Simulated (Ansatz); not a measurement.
One Al atom on a Si site, 4x4x4 cubic cells, neutral, without spin

Geometry as solved with PBE, support functions at accuracy medium on the grid of 420 eV in Ansatz (an electronic-structure program).

```xyz
512
Lattice="21.88 0.00 0.00 0.00 21.88 0.00 0.00 0.00 21.88" Properties=species:S:1:pos:R:3 pbc="T T T"
Si     0.00     0.00     0.00
Si     1.37     1.37     1.37
Si     2.73     2.74     0.00
Si     4.10     4.10     1.37
Si     2.73     0.00     2.74
Si     4.10     1.37     4.10
Si     0.00     2.74     2.74
Si     1.37     4.10     4.10
Si     0.00     0.00     5.47
Si     1.37     1.37     6.84
Si     2.74     2.74     5.47
Si     4.10     4.10     6.84
Si     2.74     0.00     8.20
Si     4.10     1.37     9.57
Si     0.00     2.74     8.20
Si     1.37     4.10     9.57
Si     0.00     0.00    10.94
Si     1.37     1.37    12.31
Si     2.73     2.73    10.94
Si     4.09     4.09    12.31
Si     2.74     0.00    13.68
Si     4.10     1.37    15.04
Si     0.00     2.74    13.68
Si     1.37     4.10    15.04
Si     0.00     0.00    16.41
Si     1.37     1.37    17.78
Si     2.74     2.74    16.41
Si     4.10     4.10    17.78
Si     2.73     0.00    19.15
Si     4.10     1.37    20.51
Si     0.00     2.74    19.15
Si     1.37     4.10    20.51
Si     0.00     5.47     0.00
Si     1.37     6.84     1.37
Si     2.74     8.20     0.00
Si     4.10     9.57     1.37
Si     2.74     5.47     2.74
Si     4.10     6.84     4.10
Si     0.00     8.20     2.74
Si     1.37     9.57     4.10
Si     0.00     5.47     5.47
Si     1.37     6.84     6.84
Si     2.73     8.20     5.47
Si     4.10     9.57     6.84
Si     2.73     5.47     8.21
Si     4.10     6.84     9.57
Si     0.00     8.21     8.21
Si     1.37     9.57     9.57
Si     0.00     5.47    10.94
Si     1.37     6.84    12.31
Si     2.74     8.21    10.94
Si     4.11     9.57    12.31
Si     2.73     5.47    13.68
Si     4.10     6.84    15.04
Si     0.00     8.21    13.67
Si     1.37     9.57    15.04
Si     0.00     5.47    16.41
Si     1.37     6.84    17.78
Si     2.73     8.20    16.41
Si     4.09     9.57    17.78
Si     2.74     5.47    19.14
Si     4.10     6.84    20.51
Si     0.00     8.20    19.14
Si     1.37     9.57    20.51
Si     0.00    10.94     0.00
Si     1.37    12.31     1.37
Si     2.74    13.68     0.00
Si     4.10    15.04     1.37
Si     2.73    10.94     2.73
Si     4.09    12.31     4.09
Si     0.00    13.68     2.74
Si     1.37    15.04     4.10
Si     0.00    10.94     5.47
Si     1.37    12.31     6.84
Si     2.73    13.68     5.47
Si     4.10    15.04     6.84
Si     2.74    10.94     8.21
Si     4.11    12.31     9.57
Si     0.00    13.67     8.21
Si     1.37    15.04     9.57
Si     0.00    10.94    10.94
Si     1.37    12.31    12.31
Si     2.74    13.67    10.94
Si     4.10    15.04    12.31
Si     2.74    10.94    13.67
Si     4.10    12.31    15.04
Si     0.00    13.67    13.67
Si     1.37    15.04    15.04
Si     0.00    10.94    16.41
Si     1.37    12.31    17.78
Si     2.74    13.67    16.41
Si     4.10    15.04    17.78
Si     2.73    10.94    19.15
Si     4.10    12.31    20.51
Si     0.00    13.68    19.14
Si     1.37    15.04    20.51
Si     0.00    16.41     0.00
Si     1.37    17.78     1.37
Si     2.73    19.14     0.00
Si     4.10    20.51     1.37
Si     2.74    16.41     2.74
Si     4.10    17.78     4.10
Si     0.00    19.14     2.74
Si     1.37    20.51     4.10
Si     0.00    16.41     5.47
Si     1.37    17.78     6.84
Si     2.74    19.14     5.47
Si     4.10    20.51     6.84
Si     2.73    16.41     8.20
Si     4.09    17.79     9.57
Si     0.00    19.14     8.20
Si     1.37    20.51     9.57
Si     0.00    16.41    10.94
Si     1.37    17.78    12.31
Si     2.73    19.15    10.94
Si     4.10    20.51    12.31
Si     2.74    16.41    13.68
Si     4.10    17.78    15.04
Si     0.00    19.14    13.68
Si     1.37    20.51    15.04
Si     0.00    16.41    16.41
Si     1.37    17.78    17.78
Si     2.74    19.14    16.41
Si     4.10    20.51    17.78
Si     2.74    16.41    19.14
Si     4.10    17.78    20.51
Si     0.00    19.14    19.15
Si     1.37    20.51    20.51
Si     5.47     0.00     0.00
Si     6.84     1.37     1.37
Si     8.20     2.74     0.00
Si     9.57     4.10     1.37
Si     8.20     0.00     2.74
Si     9.57     1.37     4.10
Si     5.47     2.74     2.74
Si     6.84     4.10     4.10
Si     5.47     0.00     5.47
Si     6.84     1.37     6.84
Si     8.20     2.74     5.47
Si     9.57     4.10     6.84
Si     8.21     0.00     8.21
Si     9.57     1.37     9.57
Si     5.47     2.74     8.21
Si     6.84     4.10     9.57
Si     5.47     0.00    10.94
Si     6.84     1.37    12.31
Si     8.21     2.74    10.94
Si     9.57     4.11    12.31
Si     8.21     0.00    13.67
Si     9.57     1.37    15.04
Si     5.47     2.73    13.68
Si     6.84     4.10    15.04
Si     5.47     0.00    16.41
Si     6.84     1.37    17.78
Si     8.20     2.73    16.41
Si     9.57     4.09    17.79
Si     8.20     0.00    19.15
Si     9.57     1.37    20.51
Si     5.47     2.74    19.15
Si     6.84     4.10    20.51
Si     5.47     5.47     0.00
Si     6.84     6.84     1.37
Si     8.21     8.21     0.00
Si     9.57     9.57     1.37
Si     8.20     5.47     2.74
Si     9.57     6.84     4.10
Si     5.47     8.20     2.74
Si     6.84     9.57     4.10
Si     5.47     5.47     5.47
Si     6.84     6.84     6.84
Si     8.21     8.21     5.47
Si     9.57     9.57     6.85
Si     8.21     5.48     8.21
Si     9.57     6.85     9.58
Si     5.47     8.21     8.21
Si     6.85     9.57     9.57
Si     5.46     5.46    10.94
Si     6.82     6.82    12.30
Si     8.19     8.19    10.96
Si     9.54     9.54    12.34
Si     8.20     5.47    13.68
Si     9.58     6.82    15.06
Si     5.47     8.20    13.68
Si     6.82     9.58    15.06
Si     5.47     5.47    16.41
Si     6.84     6.84    17.78
Si     8.20     8.20    16.41
Si     9.57     9.57    17.78
Si     8.20     5.47    19.15
Si     9.57     6.84    20.51
Si     5.47     8.20    19.15
Si     6.84     9.57    20.51
Si     5.47    10.94     0.00
Si     6.84    12.31     1.37
Si     8.21    13.67     0.00
Si     9.57    15.04     1.37
Si     8.21    10.94     2.74
Si     9.57    12.31     4.10
Si     5.47    13.68     2.73
Si     6.84    15.04     4.10
Si     5.46    10.94     5.46
Si     6.82    12.30     6.82
Si     8.20    13.68     5.47
Si     9.58    15.06     6.82
Si     8.19    10.96     8.19
Si     9.54    12.34     9.54
Si     5.47    13.68     8.20
Si     6.82    15.06     9.58
Si     5.48    10.94    10.94
Si     6.85    12.31    12.31
Si     8.19    13.69    10.92
Si     9.57    15.03    12.31
Si     8.19    10.92    13.69
Si     9.57    12.31    15.03
Si     5.47    13.67    13.67
Si     6.84    15.04    15.04
Si     5.46    10.94    16.42
Si     6.84    12.31    17.78
Si     8.21    13.67    16.41
Si     9.57    15.04    17.78
Si     8.21    10.94    19.14
Si     9.57    12.31    20.51
Si     5.47    13.67    19.15
Si     6.84    15.04    20.51
Si     5.47    16.41     0.00
Si     6.84    17.78     1.37
Si     8.20    19.14     0.00
Si     9.57    20.51     1.37
Si     8.20    16.41     2.73
Si     9.57    17.79     4.09
Si     5.47    19.14     2.74
Si     6.84    20.51     4.10
Si     5.47    16.41     5.47
Si     6.84    17.78     6.84
Si     8.20    19.15     5.47
Si     9.57    20.51     6.84
Si     8.20    16.41     8.20
Si     9.57    17.77     9.57
Si     5.47    19.15     8.20
Si     6.84    20.51     9.57
Si     5.46    16.42    10.94
Si     6.84    17.78    12.31
Si     8.21    19.14    10.94
Si     9.57    20.51    12.31
Si     8.21    16.40    13.67
Si     9.57    17.78    15.04
Si     5.47    19.14    13.68
Si     6.84    20.51    15.04
Si     5.47    16.41    16.41
Si     6.84    17.78    17.78
Si     8.21    19.14    16.41
Si     9.57    20.51    17.78
Si     8.20    16.41    19.15
Si     9.57    17.78    20.51
Si     5.47    19.14    19.14
Si     6.84    20.51    20.51
Si    10.94     0.00     0.00
Si    12.31     1.37     1.37
Si    13.68     2.74     0.00
Si    15.04     4.10     1.37
Si    13.68     0.00     2.74
Si    15.04     1.37     4.10
Si    10.94     2.73     2.73
Si    12.31     4.09     4.09
Si    10.94     0.00     5.47
Si    12.31     1.37     6.84
Si    13.68     2.73     5.47
Si    15.04     4.10     6.84
Si    13.67     0.00     8.21
Si    15.04     1.37     9.57
Si    10.94     2.74     8.21
Si    12.31     4.11     9.57
Si    10.94     0.00    10.94
Si    12.31     1.37    12.31
Si    13.67     2.74    10.94
Si    15.04     4.10    12.31
Si    13.67     0.00    13.67
Si    15.04     1.37    15.04
Si    10.94     2.74    13.67
Si    12.31     4.10    15.04
Si    10.94     0.00    16.41
Si    12.31     1.37    17.78
Si    13.67     2.74    16.41
Si    15.04     4.10    17.78
Si    13.68     0.00    19.14
Si    15.04     1.37    20.51
Si    10.94     2.73    19.15
Si    12.31     4.10    20.51
Si    10.94     5.47     0.00
Si    12.31     6.84     1.37
Si    13.67     8.21     0.00
Si    15.04     9.57     1.37
Si    13.68     5.47     2.73
Si    15.04     6.84     4.10
Si    10.94     8.21     2.74
Si    12.31     9.57     4.11
Si    10.94     5.46     5.46
Si    12.30     6.82     6.82
Si    13.68     8.20     5.47
Si    15.06     9.58     6.82
Si    13.67     5.47     8.21
Si    15.06     6.82     9.58
Si    10.96     8.19     8.19
Si    12.34     9.54     9.54
Si    10.94     5.48    10.94
Si    12.31     6.85    12.31
Si    13.69     8.19    10.92
Si    15.03     9.57    12.31
Si    13.67     5.48    13.67
Si    15.04     6.84    15.04
Si    10.92     8.19    13.69
Si    12.31     9.57    15.03
Si    10.94     5.46    16.42
Si    12.31     6.84    17.78
Si    13.67     8.21    16.41
Si    15.04     9.57    17.78
Si    13.67     5.47    19.15
Si    15.04     6.84    20.51
Si    10.94     8.21    19.14
Si    12.31     9.57    20.51
Si    10.94    10.94     0.00
Si    12.31    12.31     1.37
Si    13.67    13.67     0.00
Si    15.04    15.04     1.37
Si    13.67    10.94     2.74
Si    15.04    12.31     4.10
Si    10.94    13.67     2.74
Si    12.31    15.04     4.10
Si    10.94    10.94     5.48
Si    12.31    12.31     6.85
Si    13.67    13.67     5.47
Si    15.04    15.04     6.84
Si    13.69    10.92     8.19
Si    15.03    12.30     9.58
Si    10.92    13.69     8.19
Si    12.31    15.03     9.57
Al    10.94    10.94    10.94
Si    12.34    12.34    12.34
Si    13.69    13.69    10.96
Si    15.06    15.06    12.30
Si    13.69    10.96    13.69
Si    15.06    12.30    15.06
Si    10.96    13.69    13.69
Si    12.30    15.06    15.06
Si    10.94    10.94    16.41
Si    12.31    12.31    17.77
Si    13.68    13.68    16.41
Si    15.04    15.04    17.78
Si    13.67    10.94    19.14
Si    15.04    12.31    20.51
Si    10.94    13.67    19.14
Si    12.31    15.04    20.51
Si    10.94    16.41     0.00
Si    12.31    17.78     1.37
Si    13.68    19.14     0.00
Si    15.04    20.51     1.37
Si    13.68    16.41     2.74
Si    15.04    17.78     4.10
Si    10.94    19.15     2.73
Si    12.31    20.51     4.10
Si    10.94    16.42     5.46
Si    12.31    17.78     6.84
Si    13.68    19.14     5.47
Si    15.04    20.51     6.84
Si    13.67    16.41     8.21
Si    15.04    17.78     9.57
Si    10.94    19.14     8.21
Si    12.31    20.51     9.57
Si    10.94    16.40    10.94
Si    12.31    17.77    12.31
Si    13.67    19.14    10.94
Si    15.04    20.51    12.31
Si    13.68    16.41    13.67
Si    15.04    17.78    15.04
Si    10.94    19.14    13.67
Si    12.31    20.51    15.04
Si    10.94    16.42    16.42
Si    12.31    17.79    17.79
Si    13.68    19.15    16.41
Si    15.04    20.51    17.78
Si    13.68    16.41    19.15
Si    15.04    17.78    20.51
Si    10.94    19.15    19.15
Si    12.31    20.51    20.51
Si    16.41     0.00     0.00
Si    17.78     1.37     1.37
Si    19.14     2.74     0.00
Si    20.51     4.10     1.37
Si    19.14     0.00     2.74
Si    20.51     1.37     4.10
Si    16.41     2.74     2.74
Si    17.78     4.10     4.10
Si    16.41     0.00     5.47
Si    17.78     1.37     6.84
Si    19.14     2.74     5.47
Si    20.51     4.10     6.84
Si    19.14     0.00     8.20
Si    20.51     1.37     9.57
Si    16.41     2.73     8.20
Si    17.79     4.09     9.57
Si    16.41     0.00    10.94
Si    17.78     1.37    12.31
Si    19.15     2.73    10.94
Si    20.51     4.10    12.31
Si    19.14     0.00    13.68
Si    20.51     1.37    15.04
Si    16.41     2.74    13.68
Si    17.78     4.10    15.04
Si    16.41     0.00    16.41
Si    17.78     1.37    17.78
Si    19.14     2.74    16.41
Si    20.51     4.10    17.78
Si    19.14     0.00    19.15
Si    20.51     1.37    20.51
Si    16.41     2.74    19.14
Si    17.78     4.10    20.51
Si    16.41     5.47     0.00
Si    17.78     6.84     1.37
Si    19.14     8.20     0.00
Si    20.51     9.57     1.37
Si    19.14     5.47     2.74
Si    20.51     6.84     4.10
Si    16.41     8.20     2.73
Si    17.79     9.57     4.09
Si    16.41     5.47     5.47
Si    17.78     6.84     6.84
Si    19.15     8.20     5.47
Si    20.51     9.57     6.84
Si    19.15     5.47     8.20
Si    20.51     6.84     9.57
Si    16.41     8.21     8.21
Si    17.77     9.57     9.57
Si    16.42     5.46    10.94
Si    17.78     6.84    12.31
Si    19.14     8.21    10.94
Si    20.51     9.57    12.31
Si    19.14     5.47    13.68
Si    20.51     6.84    15.04
Si    16.41     8.21    13.67
Si    17.78     9.57    15.04
Si    16.41     5.47    16.41
Si    17.78     6.84    17.78
Si    19.14     8.20    16.41
Si    20.51     9.57    17.78
Si    19.14     5.47    19.14
Si    20.51     6.84    20.51
Si    16.41     8.21    19.15
Si    17.78     9.57    20.51
Si    16.41    10.94     0.00
Si    17.78    12.31     1.37
Si    19.14    13.68     0.00
Si    20.51    15.04     1.37
Si    19.15    10.94     2.73
Si    20.51    12.31     4.10
Si    16.41    13.68     2.74
Si    17.78    15.04     4.10
Si    16.42    10.94     5.46
Si    17.78    12.31     6.84
Si    19.14    13.68     5.47
Si    20.51    15.04     6.84
Si    19.14    10.94     8.21
Si    20.51    12.31     9.57
Si    16.40    13.67     8.21
Si    17.78    15.04     9.57
Si    16.40    10.94    10.94
Si    17.77    12.31    12.31
Si    19.14    13.67    10.94
Si    20.51    15.04    12.31
Si    19.14    10.94    13.67
Si    20.51    12.31    15.04
Si    16.41    13.68    13.68
Si    17.78    15.04    15.04
Si    16.42    10.94    16.42
Si    17.79    12.31    17.79
Si    19.15    13.68    16.41
Si    20.51    15.04    17.78
Si    19.15    10.94    19.15
Si    20.51    12.31    20.51
Si    16.41    13.68    19.15
Si    17.78    15.04    20.51
Si    16.41    16.41     0.00
Si    17.78    17.78     1.37
Si    19.14    19.14     0.00
Si    20.51    20.51     1.37
Si    19.14    16.41     2.74
Si    20.51    17.78     4.10
Si    16.41    19.14     2.74
Si    17.78    20.51     4.10
Si    16.41    16.41     5.47
Si    17.78    17.78     6.84
Si    19.14    19.14     5.47
Si    20.51    20.51     6.84
Si    19.14    16.41     8.20
Si    20.51    17.78     9.57
Si    16.41    19.15     8.21
Si    17.78    20.51     9.57
Si    16.42    16.42    10.94
Si    17.79    17.79    12.31
Si    19.15    19.15    10.94
Si    20.51    20.51    12.31
Si    19.15    16.41    13.68
Si    20.51    17.78    15.04
Si    16.41    19.15    13.68
Si    17.78    20.51    15.04
Si    16.41    16.41    16.41
Si    17.78    17.78    17.78
Si    19.14    19.14    16.41
Si    20.51    20.51    17.78
Si    19.14    16.41    19.14
Si    20.51    17.78    20.51
Si    16.41    19.14    19.14
Si    17.78    20.51    20.51
```
